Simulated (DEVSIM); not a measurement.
System: W/SiO2/n-Si capacitor, at 300 K.

```tsv
layer (left to right)	material	thickness (nm)	Nd (cm⁻³)
1	SiO2	15.0	-
2	Si	520	1.2e18
```

Metal gate on the left, work function 4.6 eV. Fixed charge at the semiconductor interface 6.9e10 cm⁻² (in units of +e); no interface traps.

This is a model device: material constants are rounded textbook-type values typed into the input, and sizes, dopings and lifetimes were drawn at random. Values at 300 K.

```tsv
parameter	SiO2	Si
gap (eV)	9	1.124
affinity (eV)	0.9	4.05
permittivity	3.9	11.7
Nc (cm⁻³)	-	2.86e19
Nv (cm⁻³)	-	3.1e19
```

Model (solved in DEVSIM): 1D Poisson equation in equilibrium, Boltzmann statistics, complete ionisation; no quantum confinement or tunnelling. Metal contacts follow the ideal Schottky-Mott rule: no Fermi-level pinning, no interface dipoles.

**Question.** Tabulate band edges, carrier densities and field at -1.5 V on the gate.

**Answer.** Energies count from the Fermi level of the right contact; mesh points crowd at the junctions.

| x (μm) | Ec (eV) | Ev (eV) | n (cm⁻³) | p (cm⁻³) | field (V/cm) |
|---|---|---|---|---|---|
| 0.000 | 5.200 | -3.800 | < 1e2 | < 1e2 | -1100000 |
| 0.001064 | 5.085 | -3.915 | < 1e2 | < 1e2 | -1100000 |
| 0.002825 | 4.896 | -4.104 | < 1e2 | < 1e2 | -1100000 |
| 0.006063 | 4.547 | -4.453 | < 1e2 | < 1e2 | -1100000 |
| 0.01136 | 3.976 | -5.024 | < 1e2 | < 1e2 | -1100000 |
| 0.01346 | 3.750 | -5.250 | < 1e2 | < 1e2 | -1100000 |
| 0.01473 | 3.613 | -5.387 | < 1e2 | < 1e2 | -1100000 |
| 0.01605 | 0.399 | -0.725 | 5.6e12 | 2.1e7 | -330000 |
| 0.01818 | 0.333 | -0.791 | 7.2e13 | 1600000 | -290000 |
| 0.02237 | 0.228 | -0.896 | 4.2e15 | 28000 | -210000 |
| 0.03060 | 0.114 | -1.010 | 3.4e17 | 340 | -72000 |
| 0.05414 | 0.082 | -1.042 | 1.2e18 | < 1e2 | -200 |
| 0.09300 | 0.082 | -1.042 | 1.2e18 | < 1e2 | ≈ 0 |
| 0.1641 | 0.082 | -1.042 | 1.2e18 | < 1e2 | ≈ 0 |
| 0.3498 | 0.082 | -1.042 | 1.2e18 | < 1e2 | ≈ 0 |
| 0.4380 | 0.082 | -1.042 | 1.2e18 | < 1e2 | ≈ 0 |
| 0.4862 | 0.082 | -1.042 | 1.2e18 | < 1e2 | ≈ 0 |
| 0.5107 | 0.082 | -1.042 | 1.2e18 | < 1e2 | ≈ 0 |
| 0.5256 | 0.082 | -1.042 | 1.2e18 | < 1e2 | ≈ 0 |
| 0.5308 | 0.082 | -1.042 | 1.2e18 | < 1e2 | ≈ 0 |
| 0.5334 | 0.082 | -1.042 | 1.2e18 | < 1e2 | ≈ 0 |
| 0.5350 | 0.082 | -1.042 | 1.2e18 | < 1e2 | ≈ 0 |
